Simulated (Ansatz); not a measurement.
We consider MgO (P6₃mc, No. 186, 4 atoms in the cell; start mp-549706; a measured phase of this formula has another space group), described by LDA (PAW; Ansatz, an electronic-structure program).

Settings: plane-wave cutoff 520 eV, 12×12×8 k mesh (along the axes of the cell as run), Fermi–Dirac smearing 0.01 eV, scalar-relativistic PAW data made under PBE.

Computed at the level's own relaxed cell.

```
CELL_PARAMETERS angstrom
      3.27562     0.00000     0.00000
     -1.63781     2.83677     0.00000
      0.00000     0.00000     4.90070
ATOMIC_POSITIONS crystal
  Mg 0.33333 0.66667 0.00111
  Mg 0.66667 0.33333 0.50111
  O  0.33333 0.66667 0.40349
  O  0.66667 0.33333 0.90349
```

Problem. List the 10 lowest band energies at Γ above −25 eV (eV, relative to the valence band maximum), grouping those that round alike.

Solution. At Γ: -16.13, -15.18, -3.46, -0.86 (×2), -0.50 (×2), 0.00, 3.54, 8.57.

A start named mp-… is a Materials Project structure, which need not be a measured phase.
